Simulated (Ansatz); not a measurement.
# How the c axis length of HfO2 (model structure, started from the 3R-MoS2 type, R3m, No. 160, 3 atoms in the cell) moves with the method

No measured value is used here.

Put these levels in order of the c axis length that they give for HfO2 (model structure, started from the 3R-MoS2 type, R3m, No. 160, 3 atoms in the cell), smallest first: PBE (Ansatz, a first-principles code), PBE-D3(BJ) (Ansatz), PBEsol (Ansatz), r²SCAN (Ansatz), r²SCAN+rVV10 (Ansatz).

r²SCAN+rVV10 (14.126 Å), PBE-D3(BJ) (14.462 Å), r²SCAN (14.843 Å), PBEsol (15.374 Å), PBE (16.958 Å)

Density-functional levels without +SOC have no spin–orbit coupling. Cutoffs differ between the levels. Ansatz's density-functional and Hartree–Fock values are scalar-relativistic unless marked +SOC, with PAW data made under PBE.

A model structure was made by putting elements into a prototype or built by hand; it is no filed structure, need not be a known phase, and can be a saddle point held by its symmetry.
